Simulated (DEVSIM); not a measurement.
Structure: abrupt Si p-n junction, at 400 K.

Layer 1 from the left is Si, thickness (μm) 2.60, Na (cm⁻³) 2.6e18, τn (s) 1.6e-5, τp (s) 1.6e-5. Layer 2 from the left is Si, thickness (μm) 60.0, Nd (cm⁻³) 3.8e16, τn (s) 1.6e-5, τp (s) 1.6e-5.

Left contact: ohmic. Right contact: ohmic. Voltage is applied to the left contact. Recombination: SRH at mid-gap, radiative, Auger. Mobility is μmin + (μ − μmin)/(1 + (N/Nref)^α).

This is a model device: material constants are rounded textbook-type values typed into the input, and sizes, dopings and lifetimes were drawn at random. Values at 300 K; Nc and Nv go as T^1.5, mobilities as T to minus their exponent, the gap by Varshni's rule with the affinity fixed.

Si: gap (eV) 1.124, affinity (eV) 4.05, permittivity 11.7, Nc (cm⁻³) 2.86e19, Nv (cm⁻³) 3.1e19, μn (cm²/Vs) 1417, μp (cm²/Vs) 470, μn,min 52, μp,min 45, Nref,n 9.7e16, Nref,p 2.2e17, αn 0.68, αp 0.72, T exponent of μn 2.3, T exponent of μp 2.2, B (cm³/s) 4.7e-15, Cn (cm⁶/s) 2.8e-31, Cp (cm⁶/s) 9.9e-32, Varshni α (eV/K) 0.000473, Varshni β (K) 636.

Model (solved in DEVSIM): 1D drift-diffusion, Boltzmann statistics, complete ionisation; no tunnelling, impact ionisation, image-force lowering or self-heating.

Dark forward current:

```csv
|V| (V),|J| (A/cm²)
0.05,7.511e-7
0.10,3.794e-6
0.15,1.647e-5
0.20,6.986e-5
0.25,0.0002961
0.30,0.001258
0.35,0.005352
0.40,0.02277
0.45,0.09659
0.50,0.4041
0.55,1.612
0.60,5.773
0.65,17.80
0.70,47.13
0.75,107.9
0.80,214.6
0.85,377.6
0.90,601.4
0.95,886.1
1.00,1230
1.05,1629
1.10,2080
```

Problem. Work out the local ideality factor n = ΔV / (kT/q · ln(J2/J1)) between the rows 0.15 and 0.20 V, 0.35 and 0.40 V, 1.05 and 1.10 V.

Solution. kT/q = 34.47 mV. From 0.15 to 0.20 V: ln(6.986e-5/1.647e-5) = 1.445, n = 1.00, near the 1 of diffusion or emission over a barrier. From 0.35 to 0.40 V: ln(0.02277/0.005352) = 1.448, n = 1.00, near the 1 of diffusion or emission over a barrier. From 1.05 to 1.10 V: ln(2080/1629) = 0.244, n = 5.94.

Problem. Estimate the current at 0.35 V from the Shockley equation with J0 = Σ q ni² D/(N L) coth(W/L), τ joining the SRH, radiative and Auger lifetimes that are on, and W taken as the whole layer.

Solution. ni² = 3.22e25 cm⁻⁶; electrons in the p layer: μ = 94.8 cm²/Vs, D = 3.27 cm²/s, τ = 1.34e-6 s, L = 21.0 μm, W/L = 0.12, term 2.51e-8 A/cm²; holes in the n layer: μ = 200 cm²/Vs, D = 6.89 cm²/s, τ = 1.59e-5 s, L = 105 μm, W/L = 0.57, term 1.73e-7 A/cm². J0 = 1.98e-7 A/cm², and J = J0 exp(qV/kT) = 0.00509 A/cm². The simulation gives 0.00535 A/cm²; the estimate lies 5.0 % below. The estimate leaves out recombination in the depletion region and that region's share of W.
